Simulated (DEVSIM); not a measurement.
Device: Co/SiO2/p-InP capacitor, at 250 K.

```
layer (left to right)  material  thickness (nm)  Na (cm⁻³)
---------------------  --------  --------------  ---------
1                          SiO2            1.70          -
2                           InP             390     2.6e18
```

Metal gate on the left, work function 5 eV. Fixed charge at the semiconductor interface -4.5e11 cm⁻² (in units of +e); no interface traps.

The device is made up for the run: typed textbook-type constants, with dimensions and the other settings drawn at random. Values at 300 K; Nc and Nv go as T^1.5, mobilities as T to minus their exponent, the gap by Varshni's rule with the affinity fixed.

| parameter | SiO2 | InP |
|---|---|---|
| gap (eV) | 9 | 1.344 |
| affinity (eV) | 0.9 | 4.38 |
| permittivity | 3.9 | 12.5 |
| Nc (cm⁻³) | - | 5.7e17 |
| Nv (cm⁻³) | - | 1.1e19 |
| Varshni α (eV/K) | - | 0.000363 |
| Varshni β (K) | - | 162 |

Model (solved in DEVSIM): 1D Poisson equation in equilibrium, Boltzmann statistics, complete ionisation; no quantum confinement or tunnelling. Metal contacts follow the ideal Schottky-Mott rule: no Fermi-level pinning, no interface dipoles.

The SiO2 thickness was swept, all else fixed.

| SiO2 thickness (μm) | minimum of the low-frequency capacitance (μF/cm²) | capacitance of the dielectric stack (μF/cm²) |
|---|---|---|
| 0.00068 | 0.402 | 5.08 |
| 0.00094 | 0.392 | 3.67 |
| 0.0012 | 0.380 | 2.88 |
| 0.0014 | 0.369 | 2.47 |
| 0.0017 | 0.358 | 2.03 |
| 0.002 | ? | 1.73 |

Q: Some entries are withheld; supply them.

A: 
- 0.002, minimum of the low-frequency capacitance (μF/cm²): 0.347
